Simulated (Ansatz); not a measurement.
# MoSi (model structure, started from the NiAs type, P6₃/mmc, No. 194, 4 atoms in the cell)

Method: PBEsol in Ansatz (plane waves, PAW).

Numerical settings: plane-wave cutoff 500 eV, 12×12×8 k mesh (along the axes of the cell as run), Fermi–Dirac smearing 0.05 eV, no spin polarisation, scalar-relativistic PAW data made under PBE.

Cell (relaxed at this level):

```
MoSi
1.0
    3.09868     0.00000     0.00000
   -1.54934     2.68353     0.00000
    0.00000     0.00000     6.98761
Mo Si
2 2
Direct
  0.00000   0.00000   0.00000
  0.00000   0.00000   0.50000
  0.33333   0.66667   0.25000
  0.66667   0.33333   0.75000
```

| Item | Value |
|---|---|
| band gap | zero (no gap) |

Note: the relaxation could raise the start's symmetry but not lower it, so the cell can be a saddle point.

Spin–orbit coupling is not included.

Static lattice: no zero-point or thermal effects.

It cost about 70 core-seconds (a rough figure) of CPU time.

A model structure was made by putting elements into a prototype or built by hand; it is no filed structure, need not be a known phase, and can be a saddle point held by its symmetry.

Ansatz is an electronic-structure program.
